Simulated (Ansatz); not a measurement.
Functionals compared on a constructed model of the (0001) surface of hcp Os, a pseudomorphic layer of Al in the host's stacking (bottom of the slab: a bare face, its two planes held), in Ansatz (plane waves, PAW). The structure was relaxed with PBE; the other rows are single points on it. Cutoff 420 eV (500 eV for r2SCAN).

Set-up: 7 atoms, 13.1 Å thick at the start; mesh 16x16x1; 0.1 eV smearing; dipole correction on; 2 atoms held, the rest relaxed; held to the start's symmetry, so lower structures may exist; no spin, no spin-orbit, no U. It is one candidate, not shown to be the stable structure of the face. These notes are the PBE run's.

| functional | work function of the top face (eV) | rough cost of the single point |
|---|---|---|
| PBE | 4.38 | – |
| RPBE | 4.31 | about 27 core-seconds (a rough figure) |
| r2SCAN | ? | very roughly 60 core-seconds |

Question: What belongs in the gaps?

Answer: 
- r2SCAN, work function of the top face (eV): 4.43

Ansatz is an electronic-structure program.
